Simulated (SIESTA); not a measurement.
Checking a run of SIESTA on Mg7Al (P-6m2, 8 atoms in the cell). The aim is a self-consistent single point with DFT, LDA PW92, numerical atomic orbitals TZP, PseudoDojo LDA standard norm-conserving potentials (rewritten from UPF to PSML).

Input:

```
# files in the folder: Mg.psml Al.psml (PseudoDojo LDA standard)
SystemName  Mg7Al
SystemLabel siesta

NumberOfAtoms                8
NumberOfSpecies              2
%block ChemicalSpeciesLabel
  1 12 Mg
  2 13 Al
%endblock ChemicalSpeciesLabel
LatticeConstant              6.310749 Ang
%block LatticeVectors
     1.000000000    0.000000000    0.000000000
    -0.499999921    0.866025412    0.000000000
     0.000000000    0.000000000    0.805612614
%endblock LatticeVectors
AtomicCoordinatesFormat      Fractional
%block AtomicCoordinatesAndAtomicSpecies
     0.999610000    0.499805000    0.000000000  1
     0.500195000    0.000390000    0.000000000  1
     0.500195000    0.499805000    0.000000000  1
     0.164930000    0.835070000    0.500000000  1
     0.670140000    0.835070000    0.500000000  1
     0.164930000    0.329860000    0.500000000  1
     0.666667000    0.333333000    0.500000000  1
     0.000000000    0.000000000    0.000000000  2
%endblock AtomicCoordinatesAndAtomicSpecies

XC.functional                LDA
XC.authors                   PW92
PAO.BasisSize                TZP
PAO.EnergyShift              0.01 Ry
MeshCutoff                   300 Ry
%block kgrid.MonkhorstPack
    5   0   0  0.0
    0   5   0  0.0
    0   0   5  0.0
%endblock kgrid.MonkhorstPack
OccupationFunction           MP
OccupationMPOrder            1
ElectronicTemperature        0.2 eV

MaxSCFIterations             150
SCF.Mixer.Method             Pulay
SCF.Mixer.Weight             0.25
SCF.Mixer.History            6
SCF.DM.Tolerance             1.0E-01
SCF.H.Tolerance              1.0 eV
Diag.ParallelOverK           true
WriteForces                  true
```

Output (repeated stretches shortened):

```
reinit: Reading from file input.fdf

reinit: System Name: Mg7Al
reinit: System Label: siesta

coor:   Atomic-coordinates input format  =     Fractional

siesta: Atomic coordinates (Bohr) and species
siesta:      8.94070   5.16192   0.00000  1        1
   [... lines left out ...]
diag: Orthogonalization factor                      =  0.100E-05
diag: Memory factor                                 =  1.0000

superc: Internal auxiliary supercell:     5 x     5 x     5  =     125
superc: Number of atoms, orbitals, and projectors:   1000  10875   9250

                        Single-point calculation

superc: Internal auxiliary supercell:     5 x     5 x     5  =     125
superc: Number of atoms, orbitals, and projectors:   1000  10875   9250

outcell: Unit cell vectors (Ang):
        6.310749    0.000000    0.000000
       -3.155374    5.465269    0.000000
        0.000000    0.000000    5.084019

outcell: Cell vector modules (Ang)   :    6.310749    6.310749    5.084019
outcell: Cell angles (23,13,12) (deg):     90.0000     90.0000    120.0000
outcell: Cell volume (Ang**3)        :    175.3475
new_DM -- step:     1
Initializing Density Matrix...

Attempting to read DM from file... Failed...
DM filled with atomic data:

InitMesh: MESH = 60 x 60 x 54 = 194400
InitMesh: Mesh cutoff (required, used) =   300.000   311.799 Ry

stepf: Methfessel-Paxton step function
       Using Hermite-Gauss polynomials of order  1
        iscf     Eharris(eV)        E_KS(eV)     FreeEng(eV)     dDmax    Ef(eV) dHmax(eV)
   scf:    1   -11331.362723   -11348.398308   -11348.401474  1.285418 -3.209304  4.297053
   scf:    2   -11349.636303   -11349.174139   -11349.180520  0.192229 -3.203488  2.595040
   scf:    3   -11349.369098   -11349.285810   -11349.291370  0.056428 -3.226946  1.360723
   scf:    4   -11349.354138   -11349.323343   -11349.326654  0.065902 -3.269383  0.094359
SCF Convergence by DM+H criterion
max |DM_out - DM_in|         :     0.0659015108
max |H_out - H_in|      (eV) :     0.0943587156
SCF cycle converged after 4 iterations

Using DM_out to compute the final energy and forces

siesta: E_KS(eV) =           -11349.3233

siesta: E_KS - E_eggbox =    -11349.3233

siesta: Atomic forces (eV/Ang):
     1   -0.009125   -0.005268    0.000000
     2   -0.000000    0.010536    0.000000
     3    0.009128   -0.005271    0.000000
     4   -0.018144    0.010475    0.000000
     5    0.018148    0.010470    0.000000
     6    0.000006   -0.020951    0.000000
     7   -0.000044    0.000026    0.000000
     8   -0.000000    0.000000   -0.000000
   Tot   -0.000031    0.000018    0.000000
   Max    0.020951
   [... lines left out ...]
siesta: FreeEng =    -11349.326654
   [... lines left out ...]
siesta:    -0.000000    0.009096   -0.000000
siesta:    -0.000000    0.000000    0.006557

siesta: Cell volume =        175.347515 Ang**3

siesta: Pressure (static):
siesta:                Solid            Molecule  Units
siesta:          -0.00008985         -0.00009105  Ry/Bohr**3
siesta:          -0.00824965         -0.00836005  eV/Ang**3
siesta:         -13.21739974        -13.39426948  kBar
```

Task: Can these results be used? Check the input.

Result: The results are close to the sound ones and would serve for rough work. The doubtful point is a convergence threshold that is too loose. A loop that stops early leaves an energy error of second order in the density error, but errors of first order in forces and stress. The run converged in 4 iterations without an error; against the sound input the free energy stays essentially unchanged (within 1 meV/atom), the pressure stays at -1.32 GPa and the largest force goes from 0.010 to 0.021 eV/Å.

An input that runs soundly differs in these lines (not the only fix; some lines may just follow from the change or write a value another way):
```diff
-SCF.DM.Tolerance             1.0E-01
-SCF.H.Tolerance              1.0 eV
+SCF.DM.Tolerance             1.0E-05
```

With that input, the run converged in 11 iterations: free energy E − TS -11349.3276 eV; Fermi level (on the code's own zero) -3.28 eV; pressure -1.32 GPa; largest force (vector length) 0.010 eV/Å (DFT, LDA PW92, numerical atomic orbitals TZP, PseudoDojo LDA standard norm-conserving potentials (rewritten from UPF to PSML)).

On the sound input: the starting cell comes from a database of computed structures (which also holds hypothetical and non-ambient phases and stackings), without a prior relaxation at this level. Its lattice was rescaled by a random factor within 2.5 % of one. Values carry the incompleteness of an atom-centred basis.
